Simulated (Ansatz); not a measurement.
Base system: Sr2NiMoO6 (space group Fm-3m, No. 225; a = 7.8055 Å; ferromagnetic).

Level of theory: PBEsol/PAW in Ansatz (a first-principles code), without spin-orbit coupling.

For the base:

| Quantity | Result |
|---|---|
| Lattice parameter a | 7.805 Å |

Modification: a hydrostatic pressure of 45 GPa.

**Question.** Predict the new lattice parameter a.

**Answer.** The lattice parameter a drops by 0.4576 Å, from 7.805 Å to 7.348 Å.

Load acts through the strain it causes; cell and atoms are relaxed under it. Stability against distortions was not tested. Competing high-pressure phases were not computed. No Hubbard U is applied and the magnetic state is the run's own (Sr2NiMoO6 ferromagnetic); small cells can't hold the antiferromagnetic order that many such compounds have, so gaps and moments can be off.
